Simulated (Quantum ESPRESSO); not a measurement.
# Pressure against volume in hcp Mg (space group 194) (Quantum ESPRESSO, LDA)

```
Mg
1.0
    3.08515     0.00000     0.00000
   -1.54258     2.67182     0.00000
    0.00000     0.00000     5.00737
Mg
2
Direct
  0.66667   0.33333   0.75000
  0.33333   0.66667   0.25000
```

Method of the run: LDA (PZ), GBRV 1.5 ultrasoft (LDA) pseudopotentials (plane waves; Quantum ESPRESSO 7.5). Settings: ecutwfc = 52 Ry; ecutrho = 260 Ry; occupations = smearing; smearing = fermi-dirac; degauss = 0.0036749 Ry; potentials = {Mg: mg_lda_v1.4.uspp.F.UPF}; K_POINTS = automatic 21 21 12 0 0 0; conv_thr = 1e-10 Ry; mixing_beta = 0.4. The cell above is the first row's. The rows scale it uniformly. In all rows fractional positions and the k mesh are held.

```
V (Å^3/atom)  P (GPa)
------------  -------
20.638           1.96
21.086           0.98
21.535           0.09
21.984          -0.71
22.432          -1.42
22.881          -2.07
23.330          -2.65
23.778          -3.17
24.227              ?
```

Question: Fit P against V with a cubic, and predict the withheld value at V = 24.227.

Answer: With u = V - 22.2, the rows have u = -1.5620, -1.1140, -0.6650, -0.2160, 0.2320, 0.6810, 1.1300, 1.5780. Least squares gives P = -1.063 - 1.6012·u + 0.1911·u² - 0.01455·u³. Residuals (row less fit): 0.000, 0.002, -0.001, -0.002, 0.004, -0.001, -0.001, 0.001; standard error 0.003 (degrees of freedom: 4). The fitted pressure is zero at V0 = 21.58, where dP/dV = -1.853, so B0 = -V0·dP/dV = 40.0 GPa. At the withheld row, u = 2.0270, so P = -1.063 - 1.6012 × 2.0270 + 0.1911 × 2.0270² - 0.01455 × 2.0270³ = -3.645 GPa. The calculation gives -3.64 GPa, which the fit meets to the printed digits. The row lies outside the fitted rows, so this is an extrapolation. From the scatter of the fitted rows alone, a prediction at this place has a standard error of 0.007 GPa, so the miss is 0.7 times that.

Carrying the step between the two nearest rows on in a straight line would have given -3.69, off by 0.05; series whose last step already gives the withheld value aren't shown. The scan was laid around a cell of about the measured size, scaled by a guess for this functional; axis ratios and inner coordinates come from that cell. The runs keep the symmetry of the cell, so they don't test it for distortions. The shape of the cell and the inner coordinates aren't relaxed, so V0 and B0 belong to this uniform scaling; a relaxed crystal lies no higher in energy and is usually softer. Cutoffs and mesh are single choices, not tested for convergence of this quantity. Series with a scatter that would blur these digits, or in which a gap closes, are not shown.
